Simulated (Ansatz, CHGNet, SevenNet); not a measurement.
SnBi2Te4 (R-3m, No. 166, 7 atoms in the cell; start mp-38605): lattice constant a by level of theory

No measured value is used here.

```
level (code)         value (Å)
-------------------  ---------
CHGNet 0.3.0             4.499
SevenNet-0               4.486
SevenNet-l3i5            4.467
PBEsol (Ansatz)          4.399
PBE-D3(BJ) (Ansatz)      4.407
```

Density-functional levels without +SOC have no spin–orbit coupling. CHGNet 0.3.0: the cell has another shape than the first-principles one, perhaps another minimum in the same group. CHGNet 0.3.0, SevenNet-0, SevenNet-l3i5: the relaxation could not lower the start's symmetry, so the cell can be a saddle point above a distorted one. Ansatz's density-functional and Hartree–Fock values are scalar-relativistic unless marked +SOC, with PAW data made under PBE.

Machine-learned potentials (CHGNet 0.3.0, SevenNet-0, SevenNet-l3i5) are trained on DFT data: a solid inside that data is no test of them.

A start named mp-… is a Materials Project structure, which need not be a measured phase.

Ansatz is an electronic-structure program.
